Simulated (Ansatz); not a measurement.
BeTe (F-43m) under hydrostatic pressure: hole conductivity mass by r2SCAN with spin-orbit coupling, rigid bands (plane waves, PAW; Ansatz, a program for electronic structure). The unloaded cell, whose axes the loads refer to:

```
CELL_PARAMETERS angstrom
      0.00000     2.82862     2.82862
      2.82862     0.00000     2.82862
      2.82862     2.82862     0.00000
ATOMIC_POSITIONS crystal
  Be 0.00000 0.00000 0.00000
  Te 0.75000 0.75000 0.75000
```

| hydrostatic pressure (GPa) | volume per atom (Å³) | hole conductivity mass (mₑ) |
|---|---|---|
| -2 | 23.47 | 0.417 |
| 0 | 22.63 | 0.399 |
| 2 | 21.93 | 0.384 |
| 5 | 21.04 | ? |
| 10 | 19.86 | 0.340 |

**Question.** Fit a straight line to ln(hole conductivity mass) against the load over the rows given, and predict the row at 5 GPa.

**Answer.** The means are x̄ = 2.500 GPa and ȳ = -0.9573; Σ(x − x̄)(y − ȳ) = -1.380 and Σ(x − x̄)² = 83.00, so the slope is -1.66 % per GPa, and the rows given lie within 0.81 % of the line. At 5 GPa the line gives 0.368 mₑ; the calculation gives 0.365 mₑ, 0.90 % from it.

Masses are for dilute carriers at 300 K, harmonic means over directions unless an axis is named. Stresses and pressures are the targets of the relaxation. The structure type is held at every load. Geometry: cell and atoms relaxed with r2SCAN.
